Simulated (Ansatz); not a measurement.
The parent structure is BaTiO3 in the cubic perovskite structure (space group Pm-3m, No. 221; a = 3.970 Å).

Modification: cell and atoms relaxed at a pressure of 45 GPa.

Level of theory: Ansatz (a first-principles code), PBEsol, PAW, cutoff 420 eV, no spin-orbit coupling.

Base, band edges from the VBM (valence, conduction): M -0.05, 3.68; R 0.00, 4.38; X -0.68, 1.96; Γ -0.08, 1.82 eV.

**Question.** Give the band edges at the high-symmetry points of the new zone, measured from its valence-band maximum.

**Answer.** 
```csv
point,valence edge (eV),conduction edge (eV)
Γ,0.00,1.95
X,-0.76,2.15
M,-0.25,4.47
R,-0.20,5.39
```

The gap is 1.95 eV, direct at Γ.

Load acts through the strain it causes; cell and atoms are relaxed under it. Stability against distortions was not tested. Competing high-pressure phases were not computed. The final runs are not spin-polarised. Many cubic perovskites are stable only at high temperature; tilts and polar distortions were not tested. This is not the structure that BaTiO3 has at room temperature and ambient pressure.
